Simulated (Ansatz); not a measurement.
The reference is AlRu in the CsCl type structure (space group Pm-3m, No. 221).

```yaml
crystal:
  lattice:
    - [2.98252, 0.00000, 0.00000]
    - [0.00000, 2.98252, 0.00000]
    - [0.00000, 0.00000, 2.98252]
  atoms:
    - { symbol: Al, position: [0.00000, 0.00000, 0.00000] }
    - { symbol: Ru, position: [0.50000, 0.50000, 0.50000] }
```

Cartesian axes are those of the cell as printed.

Computed with r2SCAN (Ansatz, a program for electronic structure; PAW; 500 eV plane waves; scalar-relativistic without spin-orbit coupling).

Strains are applied to the cell and any free atomic positions relax; under biaxial strain the out-of-plane vector relaxes too; under stress the whole cell relaxes.

One change was made to it. Results:

The energy is nearly the same; the shortest interatomic distance is nearly the same (4.881 bohr against 4.880 bohr).

**Question.** What was done to the base?
A) biaxial strain −2.27 %, plane normal [111], relaxed out of plane
B) uniaxial strain ε_yy = −1.28 %
C) uniaxial stress, 0.5 GPa compression along x
D) uniaxial strain ε_xx = −0.97 %

**Answer.** C, uniaxial stress, 0.5 GPa compression along x. For comparison, the energy relative to the base in the other runs: biaxial strain −2.27 %, plane normal [111], relaxed out of plane gives +20 meV/atom; uniaxial strain ε_xx = −0.97 % gives +1.4 meV/atom; uniaxial strain ε_yy = −1.28 % gives +2.4 meV/atom.

Without a gap, meshes like the base's 16×16×16 leave anisotropic stresses uncertain by several tenths of a GPa, and small strain energies with them. Stability under load was not tested beyond the relaxation. All final runs are without spin polarisation.
